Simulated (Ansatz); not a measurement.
Start from AlN in the zinc blende structure (space group F-43m, No. 216; a = 4.370 Å). Axes: x, y, z lie along the cube axes.

Method: r2SCAN/PAW in Ansatz (a quantum-chemistry and plane-wave program), without spin-orbit coupling.

Perturbation: an isotropic linear strain of +1.00 %; the atoms relax in the strained cell.

**Question.** Predict the stress tensor and what it implies for the stiffness.

**Answer.** Stress of the strained cell less that of the base (GPa, compression positive):
```
  -5.93    0.00    0.00
   0.00   -5.93    0.00
   0.00    0.00   -5.93
```

Then B = −ΔP/(ΔV/V₀) with ΔV/V₀ = 0.0303 gives secant stiffness values (nonlinear terms included at this strain): B ≈ 196 GPa.

As a check, the harmonic strain energy −½ V₀ Δσ:ε is 5.8 meV/atom; the computed energy rise is 6.0 meV/atom.

Whether these cells are dynamically stable was not tested. This is not the structure that AlN has at room temperature and ambient pressure.
